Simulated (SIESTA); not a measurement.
# Worked example: self-consistent single point of Os (P6_3/mmc, 2 atoms in the cell) in SIESTA

Method of the run: SIESTA with GGA PBE, numerical atomic orbitals DZP, PseudoDojo PBE standard norm-conserving potentials (rewritten from UPF to PSML).

Input:

```
# files in the folder: Os.psml (PseudoDojo PBE standard)
SystemName  Os
SystemLabel siesta

NumberOfAtoms                2
NumberOfSpecies              1
%block ChemicalSpeciesLabel
  1 76 Os
%endblock ChemicalSpeciesLabel
LatticeConstant              1.0 Ang
%block LatticeVectors
     1.365000000   -2.364249350    0.000000000
     1.365000000    2.364249350    0.000000000
     0.000000000    0.000000000    4.320000000
%endblock LatticeVectors
AtomicCoordinatesFormat      ScaledCartesian
%block AtomicCoordinatesAndAtomicSpecies
     1.365000000    0.788083132    1.080000000  1
     1.365000000   -0.788083132    3.240000000  1
%endblock AtomicCoordinatesAndAtomicSpecies

XC.functional                GGA
XC.authors                   PBE
PAO.BasisSize                DZP
PAO.EnergyShift              0.005 Ry
MeshCutoff                   350 Ry
%block kgrid.MonkhorstPack
   11   0   0  0.0
    0  11   0  0.0
    0   0   6  0.0
%endblock kgrid.MonkhorstPack
OccupationFunction           MP
OccupationMPOrder            0
ElectronicTemperature        136.0 meV

MaxSCFIterations             150
SCF.Mixer.Method             Pulay
SCF.Mixer.Weight             0.25
SCF.Mixer.History            8
SCF.DM.Tolerance             1.0E-05
Diag.ParallelOverK           true
WriteForces                  true
```

Output (repeated stretches shortened):

```
reinit: Reading from file input.fdf

reinit: System Name: Os
reinit: System Label: siesta

coor:   Atomic-coordinates input format  =     Cartesian coordinates
coor:                                          (in units of alat)

siesta: Atomic coordinates (Bohr) and species
siesta:      2.57948   1.48926   2.04090  1        1
siesta:      2.57948  -1.48926   6.12271  1        2

siesta: System type = bulk

initatomlists: Number of atoms, orbitals, and projectors:      2    38    64

siesta: ******************** Simulation parameters ****************************
redata: Spin configuration                          = none
redata: Time-Reversal Symmetry                      = T
redata: Number of Atomic Species                    =        1
redata: Mesh Cutoff                                 =   350.0000 Ry
redata: Net charge of the system                    =     0.0000 |e|
redata: Min. number of SCF Iter                     =        0
redata: Max. number of SCF Iter                     =      150
redata: SCF convergence failure will abort job
redata: SCF mix quantity                            = Hamiltonian
redata: Mix DM or H after convergence               =   F
redata: Recompute H after scf cycle                 =   F
redata: Mix DM in first SCF step                    =   T
redata: No kicks to SCF
redata: DM Mixing Weight for Kicks                  =     0.5000
redata: Require Harris convergence for SCF          =   F
redata: Harris energy tolerance for SCF             =     0.000100 eV
redata: Require DM convergence for SCF              =   T
redata: DM tolerance for SCF                        =     0.000010
redata: Require EDM convergence for SCF             =   F
redata: EDM tolerance for SCF                       =     0.001000 eV
redata: Require H convergence for SCF               =   T
redata: Hamiltonian tolerance for SCF               =     0.001000 eV
redata: Require (free) Energy convergence for SCF   =   F
redata: (free) Energy tolerance for SCF             =     0.000100 eV
redata: Using DFT-D3 dispersion                     =   F
redata: Using Saved Data (generic)                  =   F
redata: Method of Calculation                       = Diagonalization
redata: Electronic Temperature                      =  1578.2145 K
redata: Number of TDED substeps                     =        3
redata: Dynamics option                             = Single-point calculation
redata: Save all siesta data in one NC              =   F
redata: ***********************************************************************

%block SCF.Mixers
  Pulay
%endblock SCF.Mixers

%block SCF.Mixer.Pulay
  # Mixing method
  method pulay
  variant stable

  # Mixing options
  weight 0.2500
  weight.linear 0.2500
  history 8
%endblock SCF.Mixer.Pulay

DM_history_depth set to one: no extrapolation allowed by default for geometry relaxation
Size of DM history Fstack: 1
Total number of electrons:    32.000000
Total ionic charge:    32.000000

* ProcessorY, Blocksize:    1  39

* Orbital distribution balance (max,min):    38    38

k-point displ. along   3 input, could be:     0.00    0.50
 Kpoints in:          396 . Kpoints trimmed:          369

siesta: k-grid: Number of k-points = 369
siesta: k-points from Monkhorst-Pack grid
siesta: k-cutoff (effective) =    12.960 Ang
siesta: k-point supercell and displacements
siesta: k-grid:    11     0     0      0.000
siesta: k-grid:     0    11     0      0.000
siesta: k-grid:     0     0     6      0.000

diag: Algorithm                                     = D&C
diag: Parallel over k                               =   F
diag: Use parallel 2D distribution                  =   F
diag: Parallel block-size                           = 39
diag: Parallel distribution                         =     1 x     1
diag: Used triangular part                          = Lower
diag: Absolute tolerance                            =  0.100E-15
diag: Orthogonalization factor                      =  0.100E-05
diag: Memory factor                                 =  1.0000

superc: Internal auxiliary supercell:     9 x     9 x     5  =     405
superc: Number of atoms, orbitals, and projectors:    810  15390  25920

                        Single-point calculation

superc: Internal auxiliary supercell:     9 x     9 x     5  =     405
superc: Number of atoms, orbitals, and projectors:    810  15390  25920

outcell: Unit cell vectors (Ang):
        1.365000   -2.364249    0.000000
        1.365000    2.364249    0.000000
        0.000000    0.000000    4.320000

outcell: Cell vector modules (Ang)   :    2.730000    2.730000    4.320000
outcell: Cell angles (23,13,12) (deg):     90.0000     90.0000    120.0000
outcell: Cell volume (Ang**3)        :     27.8830
new_DM -- step:     1
Initializing Density Matrix...

Attempting to read DM from file... Failed...
DM filled with atomic data:

InitMesh: MESH = 30 x 30 x 50 = 45000
InitMesh: Mesh cutoff (required, used) =   350.000   370.232 Ry

stepf: Methfessel-Paxton step function
       Using Hermite-Gauss polynomials of order  0

        iscf     Eharris(eV)        E_KS(eV)     FreeEng(eV)     dDmax    Ef(eV) dHmax(eV)
   scf:    1    -5487.314540    -5504.749728    -5504.764374  1.174966 -2.658279  4.637307
   scf:    2    -5506.102344    -5505.471355    -5505.487152  0.190599 -3.135931  2.600162
   scf:    3    -5505.977456    -5505.795294    -5505.810909  0.224798 -3.762532  0.020386
   scf:    4    -5505.795455    -5505.795377    -5505.810950  0.001962 -3.773499  0.010492
   scf:    5    -5505.795321    -5505.795350    -5505.810931  0.000654 -3.773613  0.013267
   scf:    6    -5505.795491    -5505.795428    -5505.810978  0.002628 -3.773589  0.001252
   scf:    7    -5505.795434    -5505.795431    -5505.810978  0.000241 -3.773537  0.000258
mix: Pulay -- inversion failed, > SVD [rank/size] 4 / 6
   scf:    8    -5505.795430    -5505.795430    -5505.810978  0.000033 -3.773604  0.000059
mix: Pulay -- inversion failed, > SVD [rank/size] 4 / 7
   scf:    9    -5505.795431    -5505.795431    -5505.810978  0.000003 -3.773604  0.000043

SCF Convergence by DM+H criterion
max |DM_out - DM_in|         :     0.0000028546
max |H_out - H_in|      (eV) :     0.0000431667
SCF cycle converged after 9 iterations

Using DM_out to compute the final energy and forces

siesta: E_KS(eV) =            -5505.7954

siesta: E_KS - E_eggbox =     -5505.7954

siesta: Atomic forces (eV/Ang):
     1    0.000000   -0.000085   -0.000000
     2    0.000000    0.000085    0.000000
   Tot    0.000000    0.000000   -0.000000
   Max    0.000085
   Res    0.000049    sqrt( Sum f_i^2 / 3N )
   Max    0.000085    constrained

Stress tensor Voigt[x,y,z,yz,xz,xy] (kbar):     -131.67     -131.86     -143.38       -0.00       -0.00       -0.00
(Free)E + p*V (eV/cell)    -5503.4505
Target enthalpy (eV/cell)    -5505.8110

siesta: Program's energy decomposition (eV):
siesta: Ebs     =     -1084.128003
siesta: Eions   =      7372.852009
siesta: Ena     =      1110.904551
siesta: Ekin    =      1521.706613
siesta: Enl     =       306.636778
siesta: Eso     =         0.000000
siesta: Edftu   =         0.000000
siesta: DEna    =        51.088245
siesta: DUscf   =         1.081441
siesta: DUext   =         0.000000
siesta: Ex      =     -1051.856043
siesta: Ec      =       -72.505005
siesta: Exc     =     -1124.361048
siesta: Eharris =     -5505.795431
siesta: Etot    =     -5505.795431
siesta: FreeEng =     -5505.810978

siesta: Stress tensor (static) (eV/Ang**3):
siesta:    -0.082181    0.000000   -0.000000
siesta:    -0.000000   -0.082298   -0.000000
siesta:    -0.000000   -0.000000   -0.089488

siesta: Cell volume =         27.883011 Ang**3

siesta: Pressure (static):
siesta:                Solid            Molecule  Units
siesta:           0.00092202          0.00092203  Ry/Bohr**3
siesta:           0.08465558          0.08465718  eV/Ang**3
siesta:         135.63319528        135.63575213  kBar
```

The run converged in 9 iterations.

The starting cell has typed, rounded lattice constants, without a prior relaxation at this level. Spin polarisation is off. Values carry the incompleteness of an atom-centred basis. With a pressure of about 14 GPa the cell is away from its equilibrium volume at this level.

Cost on one core of a shared machine: roughly 50 s.
